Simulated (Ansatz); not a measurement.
An Ansatz (a program for electronic structure) run: SnSe; Ansatz r2SCAN+rVV10, scalar-relativistic without spin-orbit coupling.

Input:

Ansatz 0.2 input:
```yaml
crystal:
  lattice:
    - [11.5357948555, 0, 0]
    - [0, 4.1209325431, 0]
    - [0, 0, 4.5781615306]
  atoms:
    - { symbol: Sn, position: [0.1179924855, 0.25, 0.1164865215] }
    - { symbol: Sn, position: [0.3820075145, 0.75, 0.6164865215] }
    - { symbol: Sn, position: [0.8820075145, 0.75, 0.8835134785] }
    - { symbol: Sn, position: [0.6179924855, 0.25, 0.3835134785] }
    - { symbol: Se, position: [0.853524332, 0.25, 0.4853274164] }
    - { symbol: Se, position: [0.646475668, 0.75, 0.9853274164] }
    - { symbol: Se, position: [0.146475668, 0.75, 0.5146725836] }
    - { symbol: Se, position: [0.353524332, 0.25, 0.0146725836] }
basis: { ecutwfc: 500, ecutrho_ratio: 4, xc_grid: 4, fft_grid_basis: typed }
kpoints: { mp_grid: { grid: [3, 8, 7] } }
hamiltonian:
  xc: r2scan
  dispersion: rvv10
  pseudopotentials: { kind: paw }
scf: { occupations: { method: fermi_dirac, width: 0.05 }, convergence: { dr2_threshold: 0.0000000008 } }
output: { forces: true, stress: true }
```

Output (explanatory and most iteration lines left out):

```
Pseudopotential: Sn, paw, valence charge 14
Pseudopotential: Se, paw, valence charge 16
Crystal: 8 atoms, lattice volume = 217.638 Å³
Basis set: ecut = 500 eV, 5553 PW (Γ), exchange–correlation on 360×128×144 points (64 copies of the dense FFT grid, shifted against one another)
Bands: 68, of which v1, the nominal top of the filled ones, is band 60 counted from 1 (59 counted from 0)
Symmetry: 8 space group operations
Space group: Pnma (ITA 62), of the structure as read, at distance tolerance 6.0e-5 Å
k-points: 40 of 168
Functional: x = r2scan, c = r2scan + rvv10(b = 11.95, C = 0.0093); τ floored in thin density (d = 2e-4 eV/Å³)
SCF iter   1: F=—  HF=-46057.778342 eV  |F-HF|=—  |Δ(HF+E_count)|=         —  Δρ=4.84e-3  dr2=5.01e-2  dr2_τ=1.40e-2  ethr=1.77e-3  ⟨swp⟩=6.3  Hψ=10173  notcnv=0  defer=1
SCF iter   2: F=—  HF=-46057.824885 eV  |F-HF|=—  |Δ(HF+E_count)|=   4.65e-2  Δρ=2.43e-3  dr2=1.22e-2  dr2_τ=3.60e-4  ethr=4.17e-5  ⟨swp⟩=3.0  Hψ=5849  notcnv=0  defer=73
SCF 1 converged in 9 iterations: F = -46057.828255 eV  dr2 = 1.81e-10
SCF converged after 9 iterations
Free energy (F): -46057.828255 eV
Internal energy: -46057.828252 eV  (E = F + TS)
E sigma→0 (E₀):  -46057.828253 eV
Entropy (-TS):   -0.000003 eV (-0.000 meV/atom)
Fermi energy:    9.036266 eV
--- Forces (eV/Å), atoms counted from 1 ---
  atom   1  Sn    -0.00258070     0.00000000    -0.00217008
  atom   2  Sn     0.00258070     0.00000000    -0.00217008
  atom   3  Sn     0.00258070     0.00000000     0.00217008
  atom   4  Sn    -0.00258070     0.00000000     0.00217008
  atom   5  Se     0.00200554     0.00000000     0.00125880
  atom   6  Se    -0.00200554     0.00000000     0.00125880
  atom   7  Se    -0.00200554     0.00000000    -0.00125880
  atom   8  Se     0.00200554     0.00000000    -0.00125880
--- Stress (GPa, compression-positive) ---
        0.009662       0.000000       0.000000
        0.000000       0.000142       0.000000
        0.000000       0.000000       0.000311
  P = ⅓ Tr σ = 0.0034 GPa (0.034 kbar)
```

Stability against distortions was not tested. The cell is SnSe in the GeS type structure (space group Pnma, No. 62; layered, stacked along the Cartesian x axis).
